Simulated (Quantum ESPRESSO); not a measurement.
# A series of runs on AlCo3C (Pm-3m, 5 atoms in the cell)

```
AlCo3C
1.0
    3.78583     0.00000     0.00000
    0.00000     3.78583     0.00000
    0.00000     0.00000     3.78583
Al Co C
1 3 1
Cartesian
  0.00000   0.00000   0.00000
  0.00000   1.89291   1.89291
  1.89291   0.00000   1.89291
  1.89291   1.89291   0.00000
  1.89291   1.89291   1.89291
```

Base run A: LDA (PW92), PseudoDojo standard norm-conserving (LDA) pseudopotentials (Quantum ESPRESSO), self-consistent single point.

Its settings: ecutwfc = 100 Ry; occupations = smearing; smearing = marzari-vanderbilt; degauss = 0.0099958 Ry; potentials = {Al: Al.upf, Co: Co.upf, C: C.upf}; K_POINTS = automatic 6 6 6 0 0 0; conv_thr = 1e-10 Ry.

The starting cell comes from a database of computed structures (which also holds hypothetical and non-ambient phases and stackings), without a prior relaxation at this level. Its lattice was rescaled by a random factor within 2.5 % of one. Spin polarisation is off. In the base run, with a pressure of about -24 GPa the cell is away from its equilibrium volume at this level.

Absolute energies have different zeros for different potentials, functionals, Hubbard and dispersion terms and are not compared across them.

Runs:
- B: input_dft: default → blyp; potentials: PseudoDojo standard norm-conserving (PBE) [BLYP]
- C: input_dft: default → wc; potentials: PseudoDojo standard norm-conserving (PBE) [Wu-Cohen GGA]
- D: input_dft: default → vdw-df2; potentials: PseudoDojo standard norm-conserving (PBE) [vdW-DF2]
- E: input_dft: default → vdw-df-cx; potentials: PseudoDojo standard norm-conserving (PBE) [vdW-DF-cx]
- F: input_dft: default → rvv10; potentials: PseudoDojo standard norm-conserving (PBE) [rVV10]

**Question.** What does run F change against A?

**Answer.** The pressure goes from -24.08 to -7.57 GPa.

**Question.** What does run B change against A?

**Answer.** The pressure goes from -24.08 to -2.71 GPa.

| run | pressure (GPa) |
|---|---|
| A | -24.08 |
| B | -2.71 |
| C | -17.28 |
| D | 0.60 |
| E | -17.62 |
| F | -7.57 |

Left out of this page: 3 runs of the series held back from this collection.
